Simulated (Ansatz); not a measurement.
An Ansatz (a program for electronic structure) input (PBE (Ansatz), no spin-orbit coupling, earlier PAW set):

Ansatz 0.2 input:
```yaml
crystal:
  lattice:
    - [6.0027643229, 0, 0]
    - [0, 6.0027643229, 0]
    - [0, 0, 6.0027643229]
  atoms:
    - { symbol: Cs, position: [0, 0, 0] }
    - { symbol: Pb, position: [0.5, 0.5, 0.5] }
    - { symbol: Br, position: [0, 0.5, 0.5] }
    - { symbol: Br, position: [0.5, 0.5, 0] }
    - { symbol: Br, position: [0.5, 0, 0.5] }
basis: { ecutwfc: 420, ecutrho_ratio: 4, xc_grid: 2, fft_grid_basis: typed }
kpoints: { mp_grid: { grid: [6, 6, 6] } }
hamiltonian:
  xc: pbe
  dispersion: none
  pseudopotentials: { azcp: { folder: ./paw }, kind: paw }
scf: { occupations: { method: fermi_dirac, width: 0.05 }, convergence: { dr2_threshold: 0.0000000005 } }
output: { forces: true, stress: true }
checkpoint: { write: state.ck, write_every: 1000 }
```

**Question.** Which symmetry and how many k-points will the program report, and about how many plane waves at Γ?

**Answer.** Space group Pm-3m (ITA 221) with 48 operations, k-points 20 of 216, and 4169 plane waves at Γ.

Stability against distortions was not tested. The cell was made from CsPbCl3 by this change: Cl → Br. Many cubic perovskites are stable only at high temperature; tilts and polar distortions were not tested. This is not the structure that CsPbBr3 has at room temperature and ambient pressure.
